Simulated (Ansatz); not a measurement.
Data:

```xyz
2
Lattice="0.0000 2.4039 2.4039 2.4039 0.0000 2.4039 2.4039 2.4039 0.0000" Properties=species:S:1:pos:R:3 pbc="T T T"
B      0.0000     0.0000     0.0000
As     1.2019     1.2019     1.2019
```

No spin polarisation.

Method: r2SCAN in Ansatz (plane waves to 500 eV, PAW, no SOC). Γ-centred 12×12×12 mesh, Fermi–Dirac width 0.05 eV.

Problem. Predict the band gap.

Solution. 1.39 eV.

Problem. Predict the pressure.

Solution. -2.04 GPa.

The cells carry an imposed strain or load. Stability against distortions was not tested. The cell was made from BAs in the zinc blende structure (space group F-43m, No. 216) by this change: isotropic strain +0.50 %.

Ansatz is a program for electronic structure.
